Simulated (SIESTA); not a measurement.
Input and output of a self-consistent single point for AlAg2 (Cmcm, 6 atoms in the cell) (SIESTA).

Computed with LDA PW92, numerical atomic orbitals DZP, PseudoDojo LDA standard norm-conserving potentials (rewritten from UPF to PSML) run with SIESTA 5.4.2.

```
AlAg2
1.0
    4.38055    -2.48456     0.00000
    4.38055     2.48456     0.00000
    0.00000     0.00000     4.61145
Al Ag
2 4
Direct
  0.82247   0.17753   0.75000
  0.17753   0.82247   0.25000
  0.47566   0.84634   0.75000
  0.52434   0.15366   0.25000
  0.84634   0.47566   0.25000
  0.15366   0.52434   0.75000
```

Reference input (self-consistent single point, DFT, GGA PBEsol, numerical atomic orbitals DZP, PseudoDojo PBEsol standard norm-conserving potentials (rewritten from UPF to PSML)): XC.functional = GGA; XC.authors = PBEsol; potentials = PseudoDojo PBEsol standard; PAO.BasisSize = DZP; PAO.EnergyShift = 0.005 Ry; MeshCutoff = 400 Ry; kgrid.MonkhorstPack = 6 6 5; OccupationFunction = FD; ElectronicTemperature = 0.1 eV; MaxSCFIterations = 150; SCF.Mixer.Method = Broyden; SCF.Mixer.Weight = 0.1. This run's input differs from it in these lines:

```diff
@@ -1,2 +1,2 @@
-# files in the folder: Al.psml Ag.psml (PseudoDojo PBEsol standard)
+# files in the folder: Al.psml Ag.psml (PseudoDojo LDA standard)
 SystemName  AlAg2
@@ -26,4 +26,4 @@
 
-XC.functional                GGA
-XC.authors                   PBEsol
+XC.functional                LDA
+XC.authors                   PW92
 PAO.BasisSize                DZP
```

Log, with long lists cut:

```
        iscf     Eharris(eV)        E_KS(eV)     FreeEng(eV)     dDmax    Ef(eV) dHmax(eV)
   scf:    1   -16882.371640   -16967.715731   -16967.781350  1.068787 -2.427622 16.483432
   scf:    2   -17000.864668   -16985.953330   -16985.999148  0.226933 -2.849907 10.178146
   scf:    3   -17000.811873   -16996.098291   -16996.132329  0.291936 -3.311475  1.542945
   scf:    4   -16995.335740   -16996.037465   -16996.070135  0.134108 -3.472407  1.687688
   scf:    5   -16996.464838   -16996.276815   -16996.310589  0.033985 -3.458328  0.891861
   [... 2 lines left out ...]
   scf:    8   -16996.363198   -16996.363697   -16996.398991  0.003765 -3.454078  0.068586
   scf:    9   -16996.364631   -16996.364354   -16996.399537  0.002087 -3.456890  0.003490
   scf:   10   -16996.364387   -16996.364371   -16996.399543  0.000333 -3.457700  0.000965
   scf:   11   -16996.364379   -16996.364375   -16996.399544  0.000050 -3.457819  0.000521
SCF Convergence by DM+H criterion
max |DM_out - DM_in|         :     0.0000498591
max |H_out - H_in|      (eV) :     0.0005213094
SCF cycle converged after 11 iterations

Using DM_out to compute the final energy and forces

siesta: E_KS(eV) =           -16996.3644

siesta: E_KS - E_eggbox =    -16996.3644

siesta: Atomic forces (eV/Ang):
     1   -0.000000    0.172044    0.000000
     2    0.000000   -0.172044    0.000000
     3    0.079432   -0.048857   -0.000000
     4   -0.079432    0.048857   -0.000000
     5    0.079432    0.048857   -0.000000
     6   -0.079432   -0.048857   -0.000000
   Tot   -0.000000    0.000000    0.000000
   Max    0.172044
   Res    0.072259    sqrt( Sum f_i^2 / 3N )
   Max    0.172044    constrained

   [... lines left out ...]
siesta: FreeEng =    -16996.399544
   [... lines left out ...]
siesta:     0.055028    0.000000   -0.000000
siesta:     0.000000    0.050379   -0.000000
siesta:    -0.000000   -0.000000    0.054879

siesta: Cell volume =        100.379585 Ang**3

siesta: Pressure (static):
siesta:                Solid            Molecule  Units
siesta:          -0.00058191         -0.00057167  Ry/Bohr**3
siesta:          -0.05342861         -0.05248824  eV/Ang**3
siesta:         -85.60207206        -84.09543226  kBar
```

The run converged in 11 iterations. Against the reference run the pressure goes from -4.68 to -8.56 GPa and the largest force goes from 0.135 to 0.172 eV/Å.

The starting cell comes from a database of computed structures (which also holds hypothetical and non-ambient phases and stackings), without a prior relaxation at this level. Its lattice was rescaled by a random factor within 2.5 % of one. Values carry the incompleteness of an atom-centred basis. With a pressure of about -9 GPa the cell is away from its equilibrium volume at this level.

Cost on one core of a shared machine: roughly 90 s.
